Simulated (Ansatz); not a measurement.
Start from HgTe in the zinc blende structure (space group F-43m, No. 216; a = 6.5728 Å). Axes: x, y, z lie along the cube axes.

All numbers come from r2SCAN (Ansatz, a first-principles code; PAW; 500 eV plane waves; without spin-orbit coupling).

It is then changed as follows: the cell is scaled by 1.0100 in all directions, atoms relaxed at fixed cell.

Problem. Predict the stress tensor and what it implies for the stiffness.

Solution. Stress of the strained cell less that of the base (GPa, compression positive):
```
   -1.1     0.0     0.0
    0.0    -1.1     0.0
    0.0     0.0    -1.1
```

Then B = −ΔP/(ΔV/V₀) with ΔV/V₀ = 0.0303 gives secant stiffness values (nonlinear terms included at this strain): B ≈ 37 GPa.

No phonon test of stability was made. The final runs are not spin-polarised.
